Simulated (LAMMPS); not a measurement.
Simulation of a melt of SiC (zinc blende), 512 atoms, cooled from 4350 K to 300 K at 1e+14 K/s, at zero pressure.

Model: classical MD, pair style edip/multi, file SiC.edip; code LAMMPS.

| frequency (THz) | spectral density (1/THz), total | spectral density (1/THz), C | spectral density (1/THz), Si |
|---|---|---|---|
| 0.3115 | 0.0007 | 0.0001 | 0.0006 |
| 1.558 | 0.0071 | 0.0017 | 0.0054 |
| 2.806 | 0.0223 | 0.0049 | 0.0173 |
| 4.053 | 0.0334 | 0.0073 | 0.0261 |
| 5.300 | 0.0338 | 0.0082 | 0.0256 |
| 6.546 | 0.0348 | 0.0095 | 0.0252 |
| 7.793 | 0.0338 | 0.0100 | 0.0238 |
| 9.040 | 0.0277 | 0.0090 | 0.0187 |
| 10.29 | 0.0286 | 0.0106 | 0.0181 |
| 11.53 | 0.0273 | 0.0106 | 0.0168 |
| 12.78 | 0.0272 | 0.0101 | 0.0171 |
| 14.03 | 0.0266 | 0.0093 | 0.0172 |
| 15.28 | 0.0262 | 0.0101 | 0.0161 |
| 16.52 | 0.0237 | 0.0101 | 0.0137 |
| 17.77 | 0.0192 | 0.0086 | 0.0106 |
| 19.02 | 0.0176 | 0.0093 | 0.0084 |
| 20.26 | 0.0178 | 0.0112 | 0.0066 |
| 21.51 | 0.0198 | 0.0137 | 0.0061 |
| 22.76 | 0.0216 | 0.0156 | 0.0059 |
| 24.00 | 0.0271 | 0.0199 | 0.0073 |
| 25.25 | 0.0294 | 0.0219 | 0.0075 |
| 26.50 | 0.0296 | 0.0220 | 0.0076 |
| 27.75 | 0.0257 | 0.0188 | 0.0069 |
| 28.99 | 0.0244 | 0.0173 | 0.0071 |
| 30.24 | 0.0215 | 0.0150 | 0.0065 |
| 31.49 | 0.0175 | 0.0115 | 0.0060 |
| 32.73 | 0.0138 | 0.0081 | 0.0057 |
| 33.98 | 0.0106 | 0.0056 | 0.0050 |
| 35.23 | 0.0114 | 0.0062 | 0.0052 |
| 36.47 | 0.0117 | 0.0067 | 0.0051 |
| 37.72 | 0.0157 | 0.0102 | 0.0055 |
| 38.97 | 0.0173 | 0.0122 | 0.0051 |
| 40.22 | 0.0141 | 0.0095 | 0.0046 |
| 41.46 | 0.0146 | 0.0098 | 0.0047 |
| 42.71 | 0.0121 | 0.0078 | 0.0043 |
| 43.96 | 0.0113 | 0.0075 | 0.0037 |
| 45.20 | 0.0097 | 0.0062 | 0.0034 |
| 46.45 | 0.0071 | 0.0043 | 0.0028 |
| 47.70 | 0.0060 | 0.0033 | 0.0027 |
| 48.94 | 0.0044 | 0.0024 | 0.0021 |
| 50.19 | 0.0045 | 0.0027 | 0.0017 |
| 51.44 | 0.0037 | 0.0022 | 0.0014 |
| 52.69 | 0.0032 | 0.0021 | 0.0011 |
| 53.93 | 0.0015 | 0.0005 | 0.0010 |
| 55.18 | 0.0010 | 0.0004 | 0.0007 |
| 56.43 | 0.0008 | 0.0002 | 0.0006 |
| 57.67 | 0.0005 | 0.0001 | 0.0004 |
| 58.92 | 0.0004 | 0.0001 | 0.0003 |
| 60.17 | 0.0003 | 0.0001 | 0.0003 |
| 61.41 | 0.0003 | 0.0001 | 0.0002 |

Read from the full data:
- state found: glass
- mean frequency of the velocity spectrum: 21.6 THz

Caution: at ambient pressure real SiC sublimes or decomposes before or as it melts, so this liquid is the model's.
